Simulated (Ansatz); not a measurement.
# What biaxial strain −0.52 %, plane normal [001], relaxed out of plane does to BaTiO3

The reference is BaTiO3 in the cubic perovskite structure (space group Pm-3m, No. 221; a = 3.994 Å). Axes: x, y, z lie along the cube axes.

Perturbation: compressive biaxial strain of 0.52 % in the plane normal to [001], as in epitaxy on a mismatched substrate; the out-of-plane cell vector and the atoms relax.

Calculations: Ansatz (a quantum-chemistry and plane-wave program) r2SCAN, scalar-relativistic without spin-orbit coupling, earlier PAW set. Γ-centred 8×8×8 mesh, Fermi–Dirac width 0.05 eV.

* **Space group**: P4/mmm (No. 123) (base Pm-3m (No. 221))
* **Shortest interatomic distance**: 1.987 Å (base 1.997 Å)
* **Energy relative to the base (free energy F)**: +0.8 meV/atom
* **Band gap**: 2.18 eV (base 2.18 eV)
* **Gap character**: indirect, A → Γ
* **Smallest direct gap**: 2.28 eV (base 2.28 eV)
* **Out-of-plane strain**: +0.38 %
* **Mean in-plane stress (compression positive)**: +1.9 GPa

Stability against distortions was not tested. The final runs are not spin-polarised. Many cubic perovskites are stable only at high temperature; tilts and polar distortions were not tested. This is not the structure that BaTiO3 has at room temperature and ambient pressure. Labels are those of the standard path for the cell's own space group.
